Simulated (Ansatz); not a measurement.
Mo3Os (model structure, started from the D019 type, P6₃/mmc, No. 194, 8 atoms in the cell) was calculated with LDA (plane waves, PAW; Ansatz, a quantum-chemistry and plane-wave program).

Numerical settings: plane-wave cutoff 520 eV, 12×12×12 k mesh, Fermi–Dirac smearing 0.05 eV, no spin polarisation, scalar-relativistic PAW data made under PBE.

Cell (relaxed at this level):

```cif
data_Mo6Os2
_chemical_formula_sum 'Mo6 Os2'
_space_group_name_H-M_alt 'P63/mmc'
_space_group_IT_number 194
_space_group_name_Hall '-P 6c 2c'
_cell_length_a 5.53956
_cell_length_b 5.53956
_cell_length_c 4.45122
_cell_angle_alpha 90.000
_cell_angle_beta 90.000
_cell_angle_gamma 120.000
loop_
_atom_site_label
_atom_site_type_symbol
_atom_site_symmetry_multiplicity
_atom_site_Wyckoff_symbol
_atom_site_fract_x
_atom_site_fract_y
_atom_site_fract_z
_atom_site_occupancy
Mo1 Mo 6 h 0.33655 0.16827 0.25000 1
Os1 Os 2 c 0.33333 0.66667 0.25000 1
```

Estimate the bulk modulus B0 that the calculation returns.


bulk modulus B0: 309 GPa

Note: the run has no spin polarisation, so it can have missed a magnetic state; the bulk modulus is −V dP/dV from two relaxed cells at ±2 % in volume; the relaxation could raise the start's symmetry but not lower it, so the cell can be a saddle point.

Spin–orbit coupling is not included.

The computed numbers hold no vibrational or temperature effects.

A model structure was made by putting elements into a prototype or built by hand; it is no filed structure, need not be a known phase, and can be a saddle point held by its symmetry.
